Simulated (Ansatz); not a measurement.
## Pressure series in Ni2Si

Consider Ni2Si (space group Pnma, No. 62; a = 4.916 Å, b = 3.698 Å, c = 7.008 Å; non-magnetic).

Cell and atoms are relaxed at each pressure.

The values are results of PBEsol (Ansatz, an electronic-structure program, PAW, spin-orbit coupling left out), not measurements.

| pressure (GPa) | volume per atom (Å³/atom) |
|---|---|
| 0 | 10.617 |
| 1.8 | ? |
| 4.2 | 10.420 |
| 9 | 10.220 |
| 18 | 9.896 |
| 30 | 9.538 |

Task: Fit the third-order Birch–Murnaghan form P(V) = (3B₀/2)[(V₀/V)^(7/3) − (V₀/V)^(5/3)]·[1 + (3/4)(B₀′ − 4)((V₀/V)^(2/3) − 1)] (squares taken in P) to the rows shown and predict the withheld row.

Result: Least squares on the printed values gives V₀ = 10.616 Å³/atom, B₀ = 216 GPa, B₀′ = 4.9; this predicts 10.530 Å³/atom, and the run gives 10.530 Å³/atom, in agreement.

Load acts through the strain it causes; cell and atoms are relaxed under it. Stability against distortions was not tested. No other phases were tried under pressure. Seeded moments were not kept for the base. All final runs are without spin polarisation.
